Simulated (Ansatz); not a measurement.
The parent structure is BAs in the zinc blende structure (space group F-43m, No. 216; a = 4.783 Å). Axes: x, y, z lie along the cube axes.

All numbers come from r2SCAN, PAW, 500 eV (Ansatz, a program for electronic structure; spin-orbit coupling left out), earlier PAW set.

Modification: every lattice vector is shortened by 0.71 %; the atoms relax in the strained cell.

### Question
Predict the stress tensor and what it implies for the stiffness.

### Answer
Stress of the strained cell less that of the base (GPa, compression positive):
```
   3.15    0.00    0.00
   0.00    3.15    0.00
   0.00    0.00    3.15
```

Then B = −ΔP/(ΔV/V₀) with ΔV/V₀ = -0.0211 gives secant stiffness values (nonlinear terms included at this strain): B ≈ 149 GPa.

No phonon test of stability was made.
